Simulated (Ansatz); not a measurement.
A computed series for La2O3: pressure series

Start from La2O3 (space group P-3m1, No. 164; a = 3.9065 Å, c = 6.0394 Å).

Cell and atoms are relaxed at each pressure.

Method: plane-wave PAW DFT at the PBEsol level (Ansatz, a quantum-chemistry and plane-wave program, 420 eV), no spin-orbit coupling, earlier PAW set.

```
variant          lattice parameter a  c/a ratio
---------------  -------------------  ---------
base                         3.906 Å      1.546
pressure 3 GPa                     ?          ?
pressure 7 GPa               3.873 Å      1.502
pressure 15 GPa              3.849 Å          ?
pressure 30 GPa              3.810 Å      1.389
pressure 50 GPa              3.754 Å          ?
```

Q: What belongs in the blanks?

A: 
- pressure 3 GPa, lattice parameter a: 3.890 Å
- pressure 3 GPa, c/a ratio: 1.527
- pressure 15 GPa, c/a ratio: 1.453
- pressure 50 GPa, c/a ratio: 1.350

Load acts through the strain it causes; cell and atoms are relaxed under it. Whether these cells are dynamically stable was not tested. Competing high-pressure phases were not computed.
